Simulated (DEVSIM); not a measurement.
Structure: abrupt In0.53Ga0.47As p-n junction, at 250 K.

```
layer (left to right)        material  thickness (μm)  Nd (cm⁻³)  Na (cm⁻³)  τn (s)  τp (s)
---------------------  --------------  --------------  ---------  ---------  ------  ------
1                      In0.53Ga0.47As            10.0          -     1.2e15  2.6e-8  2.6e-8
2                      In0.53Ga0.47As             230       3e14          -  2.6e-8  2.6e-8
```

Left contact: ohmic. Right contact: ohmic. Voltage is applied to the left contact. Recombination: SRH at mid-gap. Mobility is constant in doping.

The device is made up for the run: typed textbook-type constants, with dimensions and the other settings drawn at random. Values at 300 K; Nc and Nv go as T^1.5, mobilities as T to minus their exponent, the gap by Varshni's rule with the affinity fixed.

| parameter | In0.53Ga0.47As |
|---|---|
| gap (eV) | 0.74 |
| affinity (eV) | 4.51 |
| permittivity | 13.9 |
| Nc (cm⁻³) | 2.1e17 |
| Nv (cm⁻³) | 7.7e18 |
| μn (cm²/Vs) | 12000 |
| μp (cm²/Vs) | 300 |
| T exponent of μn | 1.6 |
| T exponent of μp | 1.6 |
| Varshni α (eV/K) | 0.00035 |
| Varshni β (K) | 190 |

DEVSIM, 1D drift-diffusion, Boltzmann statistics, complete ionisation; no tunnelling, impact ionisation, image-force lowering or self-heating.

The doping Na of layer 1 was swept, all else fixed.

```
doping Na of layer 1 (cm^-3)  largest field in the device at zero bias (V/cm)  dark forward voltage at 1 A/cm² (V)  potential step across the device at zero bias (V)
----------------------------  -----------------------------------------------  -----------------------------------  -------------------------------------------------
3.6e13                                                                   1700                                0.340                                              0.361
1.2e14                                                                   2800                                0.361                                              0.387
3.6e14                                                                   4000                                0.383                                              0.410
1.2e15                                                                   5000                                0.403                                              0.436
3.6e15                                                                   5600                                0.424                                              0.460
1.2e16                                                                   7000                                0.439                                              0.486
3.6e16                                                                    [?]                                  [?]                                              0.510
```

**Question.** Fill in the missing entries.

**Answer.** 
- 3.6e16, largest field in the device at zero bias (V/cm): 9900
- 3.6e16, dark forward voltage at 1 A/cm² (V): 0.446
